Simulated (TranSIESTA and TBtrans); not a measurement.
## Cu chain with one C atom inserted

Junction: Cu chain with one C atom inserted. Leads: straight Cu chain, spacing 2.185 Å. Geometry: 3 atoms about the centre moved by SIESTA (PBE, DZP) to a largest force of 0.04 eV/Å, all others as built, motion along the axis alone.

Method: TranSIESTA and TBtrans, PBE, DZP numerical orbitals (energy shift 0.15 eV), PseudoDojo norm-conserving scalar-relativistic potentials, mesh cutoff 200 Ry, 300 K, no spin polarisation, no spin-orbit coupling; self-consistent non-equilibrium Green functions.

| Property | Result |
|---|---|
| Conductance at 300 K (G0 = 2e²/h) | 0.64 |
| Thermopower (μV/K) | 14 |
| Mean T from −0.5 to 0.5 eV | 0.65 |

Energies count from the leads' Fermi level. Transmissions are for one spin of a degenerate pair. The energy step is 0.01 eV; narrower resonances are cut or missed.

```
E (eV)     T  lead channels
------  ----  -------------
-1.95   0.10              3
-1.80   1.00              3
-1.65   0.13              3
-1.50   0.25              3
-1.35   1.16              4
-1.20   1.16              4
-1.05   0.87              4
-0.90   0.74              4
-0.75   0.75              4
-0.60   0.80      band edge
-0.45   0.81      band edge
-0.30   0.81              4
-0.15   0.80              4
0.00    0.61              1
0.15    0.55              1
0.30    0.49              1
0.45    0.44              1
0.60    0.40              1
0.75    0.36              1
0.90    0.33              1
1.05    0.30              1
1.20    0.28              1
1.35    0.25              1
1.50    0.23              1
1.65    0.21              1
1.80    0.19              1
1.95    0.18              1
```

The leads' channel count changes near -0.01 eV, within the thermal window, so values at the Fermi level hang on where that band edge falls. The straight chain is held at its spacing; free chains may zigzag or dimerise. No spin-polarised start was tried, so a magnetic state, if there is one, is missed.
